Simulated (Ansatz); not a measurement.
The reference is Na in the bcc (W type) structure (space group Im-3m, No. 229; relaxed with 0.1 eV smearing).

```
Na
1.0
   -2.11302     2.11302     2.11302
    2.11302    -2.11302     2.11302
    2.11302     2.11302    -2.11302
Na
1
Direct
  0.00000   0.00000   0.00000
```

Cartesian axes are those of the cell as printed.

Level of theory: Ansatz (a quantum-chemistry and plane-wave program), r2SCAN, PAW, cutoff 500 eV, spin-orbit coupling left out, earlier PAW set.

Strains are applied to the cell and any free atomic positions relax; under biaxial strain the out-of-plane vector relaxes too.

One change was made to it. Results:

| quantity | base | after |
|---|---|---|
| pressure | 0.0 GPa | 1.5 GPa |
| energy relative to the base (free energy F) | 0 meV/atom | +21 meV/atom |

### Question
Which change produced these results?
A) isotropic strain +2.39 %
B) biaxial strain −4.19 %, plane normal [110], relaxed out of plane
C) biaxial strain −2.38 %, plane normal [001], relaxed out of plane
D) isotropic strain −4.76 %
E) isotropic strain −3.15 %

### Answer
D, isotropic strain −4.76 %. For comparison, the energy relative to the base in the other runs: biaxial strain −2.38 %, plane normal [001], relaxed out of plane gives +0.4 meV/atom; biaxial strain −4.19 %, plane normal [110], relaxed out of plane gives +7.5 meV/atom; isotropic strain +2.39 % gives +4.3 meV/atom; isotropic strain −3.15 % gives +8.7 meV/atom.

Stability against distortions was not tested.
